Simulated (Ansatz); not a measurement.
The starting structures come from a database of crystals and need not be the phases stable at ambient conditions.

 Where the default PAW files enter, the runs use the earlier of Ansatz's two default sets.

By PBEsol, the system below comes out a metal.

The ballistic (Sharvin) conductance counts the channels at the Fermi level: G/A = (e²/h) × channels of both spins per area.

Data:

```
CELL_PARAMETERS angstrom
      5.32965     0.00000     0.00000
      0.00000     5.77073     0.00000
      0.00000     0.00000     3.45092
ATOMIC_POSITIONS crystal
  Ni 0.49446 0.69073 0.25000
  Ni 0.50554 0.30927 0.75000
  Ni 0.00554 0.19073 0.75000
  Ni 0.99446 0.80927 0.25000
  Ge 0.31034 0.08698 0.25000
  Ge 0.68966 0.91302 0.75000
  Ge 0.18966 0.58698 0.75000
  Ge 0.81034 0.41302 0.25000
```

Space group of this cell: Pnma. The cell is taken as given; by PBEsol its mean pressure is -1.7 GPa.

The current flows along the normal of the first two printed cell vectors. No spin-orbit coupling; the value is a mean over 0.1 eV about the Fermi level.

**Question.** Estimate the ballistic conductance per area that PBEsol (Ansatz, an electronic-structure program) returns for this system.

**Answer.** 0.56 × 10¹⁵ S/m² for both spins.
